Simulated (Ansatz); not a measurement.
Take CdTe in the zinc blende structure (space group F-43m, No. 216) as the base.

```xyz
2
Lattice="0.0000 3.2789 3.2789 3.2789 0.0000 3.2789 3.2789 3.2789 0.0000" Properties=species:S:1:pos:R:3 pbc="T T T"
Cd     0.0000     0.0000     0.0000
Te     1.6394     1.6394     1.6394
```

Cartesian axes are those of the cell as printed.

Method: DFT with r2SCAN, PAW potentials and a 500 eV plane-wave cutoff in Ansatz (a first-principles code), spin-orbit coupling left out.

Strains are applied to the cell and any free atomic positions relax.

One change was made to it. Results:

The pressure (mean of the normal stresses, compression positive) goes from zero to -0.20 GPa; the band gap falls by 0.022 eV (1.17 eV → 1.14 eV); the valence-band top at Γ (three highest levels, from the VBM) changes from 0.00, 0.00, 0.00 eV to 0.00, 0.00, -0.02 eV; the electron mass changes from 0.090 mₑ (at Γ) to 0.089 mₑ (at Γ).

### Question
Name the change that was made.
A) uniaxial strain ε_zz = +2.50 %
B) uniaxial strain ε_zz = +0.50 %
C) uniaxial strain ε_zz = +2.00 %

### Answer
B, uniaxial strain ε_zz = +0.50 %. For comparison, the band gap in the other runs: uniaxial strain ε_zz = +2.00 % gives 1.08 eV; uniaxial strain ε_zz = +2.50 % gives 1.06 eV.

Spin-orbit coupling, missing from the scalar runs, can matter with Te. Masses are band curvatures over ±0.01 Å⁻¹ around the edge. Stability against distortions was not tested.
